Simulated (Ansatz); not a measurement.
The reference is Rh in the fcc (Cu type) structure (space group Fm-3m, No. 225; a = 3.7816 Å; relaxed with 0.1 eV smearing). Axes: x, y, z lie along the cube axes.

The values are results of PBEsol, PAW, 420 eV (Ansatz, an electronic-structure program; spin-orbit coupling left out), not measurements.

A first run, uniaxial strain ε_zz = +2.20 %, gives secant values C11 ≈ 430 GPa and C12 ≈ 190 GPa from its stress. A second run applies isotropic strain −2.08 %.

### Question
What does linear elasticity predict for the bulk modulus −ΔP/(ΔV/V₀) in the second run, and what does the run give?

### Answer
Linear elasticity: (C11 + 2 C12)/3 = 270 GPa. The run gives 360 GPa; any difference comes from nonlinear terms at these strains and numerical noise.

Stability against distortions was not tested. The final runs are not spin-polarised. Rh lies near a magnetic instability that expansion can trigger; it was not tested.
